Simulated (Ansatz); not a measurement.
## What isotropic strain −3.00 % does to Si

The parent structure is Si in the diamond structure (space group Fd-3m, No. 227; a = 5.4021 Å).

Modification: every lattice vector is shortened by 3.00 %, atoms relaxed at fixed cell.

Calculations: Kohn–Sham DFT with the LDA functional, run in Ansatz (an electronic-structure program) with PAW and 420 eV plane waves, no spin-orbit coupling. Γ-centred 11×11×11 mesh, Fermi–Dirac width 0.05 eV.

```tsv
quantity	base	changed	shift
shortest interatomic distance	2.339 Å	2.269 Å	-0.070 Å
energy relative to the base (free energy F)	0 meV/atom	+53 meV/atom	+53 meV/atom
band gap	0.45 eV	0.27 eV	-0.175 eV
gap character	indirect, Γ → Γ–X (87 % along)	indirect, Γ → Γ–X (87 % along)	–
mean gap deformation potential ΔEg/Δln V	–	+1.9 eV	–
electron mass	0.93 mₑ along k, 0.19 mₑ across (off the special points)	0.94 mₑ along k, 0.18 mₑ across (off the special points)	–
hole mass (degenerate bands, along [100])	0.17, 0.26, 0.26 mₑ (at Γ)	0.21, 0.24, 0.24 mₑ (at Γ)	–
```

Cost of the whole job for the changed cell (relaxation, final SCF and bands): very roughly 5 core-seconds.

Effective masses come from finite differences of ±0.01 Å⁻¹. Along k means along the line from Γ to the band edge. Whether these cells are dynamically stable was not tested. A zero or small gap of Si under isotropic strain −3.00 % can be the functional's error rather than a property of the material.
